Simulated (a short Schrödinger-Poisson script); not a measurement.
Structure: gated In0.52Al0.48As/In0.53Ga0.47As modulation-doped gas in a quantum well, at 300 K.

```csv
layer,material,thickness (nm),Nd (cm⁻³),Na (cm⁻³)
1,In0.52Al0.48As,20,-,-
2,In0.52Al0.48As,10,7.8e17,-
3,In0.52Al0.48As,10,-,-
4,In0.53Ga0.47As,8,-,-
5,In0.52Al0.48As,4000,-,1e14
```

Constants are typed, rounded textbook-type inputs, not results; the design itself was drawn at random and stands for no fabricated device. In0.52Al0.48As: permittivity 12.5, conduction-band edge (eV) 0.52, gap (eV) 1.45, electron mass (mₑ) 0.075, Nv at 300 K (cm⁻³) 1.1e19. In0.53Ga0.47As: permittivity 13.9, conduction-band edge (eV) 0, gap (eV) 0.74, Nv at 300 K (cm⁻³) 7.7e18.

Channel valleys (confinement mass, in-plane density-of-states mass, number): Γ 0.041, 0.041, 1. At the gate the conduction-band edge of layer 1 lies 0.65 eV − eVg above the Fermi level of the channel; the field vanishes at the back. Donor level 0.05 eV below the band edge. The barrier under the gate holds no holes. Gaps are held at their typed values at every temperature. Mesh 0.08 nm at interfaces.

From a short Schrödinger-Poisson script (our own, NumPy): 1D Poisson equation in equilibrium, electrons quantum, Hartree (BenDaniel-Duke, 40 states a valley, the channel's in-plane mass for all, wave functions free to enter the barrier), parabolic valleys, classical holes, donors ionised by Fermi statistics, acceptors fully, no traps, pinning or gate leakage.

The same stack at other levels of the model or other numerical settings:

| run | sheet density of all electrons at Vg = 0.4 V (cm⁻²) | sheet density of all electrons at Vg = -0.1 V (cm⁻²) | capacitance at Vg = 0.4 V (μF/cm²) | centroid of the channel electrons at Vg = 0.4 V (nm) | rough cost against the base |
|---|---|---|---|---|---|
| base | 6.99e11 | 4.14e10 | 0.235 | 3.83 | about 1 |
| electrons treated as classical, Boltzmann | 8.14e11 | 8.45e10 | (withheld) | 3.08 | 0.03 |
| electrons treated as classical, Fermi-Dirac | (withheld) | 7.97e10 | 0.232 | 3.61 | 0.1 |
| electrons treated as quantum, Hartree plus LDA exchange-correlation | 7.17e11 | (withheld) | 0.237 | 3.82 | 2 |
| mesh six times as coarse | 6.98e11 | 4.06e10 | 0.235 | 3.82 | 0.2 |
| one subband a valley | 6.99e11 | 4.14e10 | 0.235 | 3.83 | 0.2 |

Problem. Complete the blanks.

Solution. 
- electrons treated as classical, Fermi-Dirac, sheet density of all electrons at Vg = 0.4 V (cm⁻²): 7.45e11
- electrons treated as quantum, Hartree plus LDA exchange-correlation, sheet density of all electrons at Vg = -0.1 V (cm⁻²): 4.53e10
- electrons treated as classical, Boltzmann, capacitance at Vg = 0.4 V (μF/cm²): 0.255

The classical rows ignore confinement, and Boltzmann statistics overrate the density once the band edge passes the Fermi level.
